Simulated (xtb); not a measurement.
xtb 6.7.1, GFN2-xTB: Ni(H)2(en) (C1C[NH2]->[NiH2]<-[NH2]1), 15 atoms. The geometry is a generated start, not checked to be a minimum at this level.

* **run flags**: --grad
* **method**: GFN2-xTB
* **--acc**: 1 (default)
* **--etemp (K)**: 300 (default)
* **basis functions**: 36
* **valence electrons**: 38

```xyz
15

Ni    -0.9474    -1.3504    -0.0081
H     -0.8050    -2.7604    -0.0431
H     -2.3195    -1.7005     0.0169
C      0.0531     1.2716     0.3476
C      1.1793     0.4933    -0.3323
N      1.0245    -0.9196     0.0087
N     -1.2153     0.6394    -0.0087
H      0.0958     2.3313     0.0544
H      0.1784     1.2139     1.4338
H      2.1559     0.8986    -0.0311
H      1.0879     0.5993    -1.4182
H      1.2788    -1.0699     0.9873
H      1.6434    -1.4991    -0.5552
H     -1.4297     0.8251    -0.9917
H     -1.9802     1.0274     0.5397
```

Charge 0 and multiplicity 1 are set for this test and not shown to be the ground state.

One run each on 1 thread. Values of broydamp tried: 0.02, 0.05, 0.1, 0.2, 0.4 (default), 0.6, 0.8, 1.

Task: Predict the course of the SCC iterations along this series.

Result: Fewest SCC iterations, within one of each other: 0.4 (default) with 12, 0.6 with 12, 0.8 with 12, 1 with 12. The count rises to 21 at 0.02. All converge to one solution.

```tsv
broydamp	SCC iterations	end
0.02	21	same solution
0.05	19	same solution
0.1	17	same solution
0.2	14	same solution
0.4 (default)	12	same solution
0.6	12	same solution
0.8	12	same solution
1	12	same solution
```
